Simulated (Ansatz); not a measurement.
Consider WSi₂ (space group I4/mmm, No. 139; a = 3.211 Å, c = 7.805 Å; relaxed with 0.1 eV smearing). Axes: x, y, z lie along a, b, c of the conventional cell.

The values are results of r2SCAN, PAW, 500 eV (Ansatz, a quantum-chemistry and plane-wave program; no SOC), not measurements.

For the base:

The shortest interatomic distance is 2.578 Å.

Modification: the cell is stretched by 2.78 % along x with no lateral relaxation, atoms relaxed at fixed cell.

**Question.** Predict the new shortest interatomic distance, energy relative to the base and stress.

**Answer.** The shortest interatomic distance falls by 0.007 Å, from 2.578 Å to 2.571 Å; the energy goes up by 14 meV/atom; the stress (xx, yy, zz, yz, xz, xy; compression positive) is (-11.5, -3.0, -2.5, 0.0, 0.0, 0.0) GPa.

The cells carry an imposed strain or load. Stability against distortions was not tested. All final runs are without spin polarisation.
